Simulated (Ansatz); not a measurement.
The reference is BeSe in the zinc blende structure (space group F-43m, No. 216; a = 5.129 Å).

Method: PBEsol in Ansatz (plane waves to 420 eV, PAW, without spin-orbit coupling).

Base values:

The band gap is 2.47 eV, the lattice parameter a is 5.129 Å and the width of the top valence band is 3.37 eV. The hole mass comes out as 0.23, 0.46, 0.46 mₑ (at Γ).

Modification: full substitution Se → S; the structure is relaxed again.

Task: How does this affect the band gap, lattice parameter a, width of the top valence band and hole mass?

Result: The band gap grows by 0.44 eV (2.47 eV → 2.91 eV); the lattice parameter a shrinks by 0.291 Å (5.129 Å → 4.838 Å); the width of the top valence band rises by 0.07 eV, from 3.37 eV to 3.44 eV; the hole mass (degenerate bands, along [100]) goes from 0.23, 0.46, 0.46 mₑ (at Γ) to 0.33, 0.55, 0.55 mₑ (at Γ).

Effective masses come from finite differences of ±0.01 Å⁻¹. Whether these cells are dynamically stable was not tested.

Ansatz is a program for electronic structure.
